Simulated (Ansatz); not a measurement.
**MoSi2, response to strain**

The reference is MoSi2 (space group I4/mmm, No. 139; relaxed with 0.1 eV smearing).

```
CELL_PARAMETERS angstrom
     -1.59514     1.59514     3.91125
      1.59514    -1.59514     3.91125
      1.59514     1.59514    -3.91125
ATOMIC_POSITIONS crystal
  Mo 0.00000 0.00000 0.00000
  Si 0.33505 0.33505 0.00000
  Si 0.66495 0.66495 0.00000
```

Cartesian axes are those of the cell as printed.

Strains are applied to the cell and any free atomic positions relax; under biaxial strain the out-of-plane vector relaxes too; under stress the whole cell relaxes.

Level of theory: Kohn–Sham DFT with the PBEsol functional, run in Ansatz (an electronic-structure program) with PAW and 420 eV plane waves, spin-orbit coupling left out, earlier PAW set.

Candidates:
(a) uniaxial strain ε_zz = +2.72 %
(b) uniaxial stress, 1 GPa tension along x
(c) biaxial strain −2.32 %, plane normal [001], relaxed out of plane
(d) uniaxial strain ε_yy = +0.90 %

Notes on the quantities. energy relative to the base: free energy F.

Problem. Order them by energy relative to the base, highest first.

Solution. (c) biaxial strain −2.32 %, plane normal [001], relaxed out of plane (+23 meV/atom), (a) uniaxial strain ε_zz = +2.72 % (+15 meV/atom), (d) uniaxial strain ε_yy = +0.90 % (+1.4 meV/atom), (b) uniaxial stress, 1 GPa tension along x (+0.1 meV/atom)

Stability under load was not tested beyond the relaxation. The final runs are not spin-polarised.
